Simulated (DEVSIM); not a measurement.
Device: abrupt GaP n-p junction, at 300 K.

Layer 1 from the left is GaP, thickness (μm) 42.0, Nd (cm⁻³) 3.4e15, τn (s) 6.2e-7, τp (s) 6.2e-7. Layer 2 from the left is GaP, thickness (μm) 51.0, Na (cm⁻³) 6.6e17, τn (s) 1.9e-6, τp (s) 6.2e-7.

Left contact: ohmic. Right contact: ohmic. Voltage is applied to the left contact. Recombination: SRH at mid-gap, Auger. Mobility is constant in doping.

Constants are typed, rounded textbook-type inputs, not results; the design itself was drawn at random and stands for no fabricated device. Values at 300 K.

GaP: gap (eV) 2.26, affinity (eV) 3.8, permittivity 11.1, Nc (cm⁻³) 1.8e19, Nv (cm⁻³) 1.9e19, μn (cm²/Vs) 250, μp (cm²/Vs) 150, Cn (cm⁶/s) 1e-30, Cp (cm⁶/s) 1e-30.

Task: Estimate by hand the built-in potential, the peak field at zero bias, the capacitance at 6 V, and compare with a numerical solution.

Result: 
- Built-in potential: ni = √(Nc Nv) exp(−Eg/2kT) = 1.92 cm⁻³ with Eg = 2.260 eV; Vbi = kT/q ln(Na Nd/ni²) = 1.951 V; numerical 1.951 V.
- Peak field at zero bias: depletion approximation: W = √(2εVbi/(qN)) = 0.841 μm with N = 3.38e15 cm⁻³; field = 2Vbi/W = 46400 V/cm; numerical 59200 V/cm (estimate below by 22 %).
- Capacitance at 6 V: C = √(qεN / 2(Vbi + |V|)) = 5.79 nF/cm²; numerical 5.81 nF/cm².

DEVSIM, 1D drift-diffusion, Boltzmann statistics, complete ionisation; no tunnelling, impact ionisation, image-force lowering or self-heating.
